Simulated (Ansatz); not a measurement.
Results of PBE-D3(BJ) in Ansatz (PAW) for cubic perovskite CsSnI3 (cubic high-temperature phase).

Run with plane-wave cutoff 520 eV, 6×6×6 k mesh, Fermi–Dirac smearing 0.01 eV, scalar-relativistic PAW data made under PBE.

Cell (relaxed at this level):

```xyz
5
Lattice="6.1824 0.0000 0.0000 0.0000 6.1824 0.0000 0.0000 0.0000 6.1824" Properties=species:S:1:pos:R:3 pbc="T T T"
Cs     0.0000     0.0000     0.0000
Sn     3.0912     3.0912     3.0912
I      3.0912     0.0000     3.0912
I      0.0000     3.0912     3.0912
I      3.0912     3.0912     0.0000
```

Q: Predict the bulk modulus B0, band gap and direct gap at Γ.

A: 
- bulk modulus B0: 17.7 GPa
- band gap: 0.26 eV
- direct gap at Γ: 4.38 eV

Note: the relaxation could not lower the start's symmetry, so the cell can be a saddle point above a distorted one.

Spin–orbit coupling is not included; it can close the smallest gap of 0.26 eV.

Static lattice: no zero-point or thermal effects.

Ansatz is a program for electronic structure.
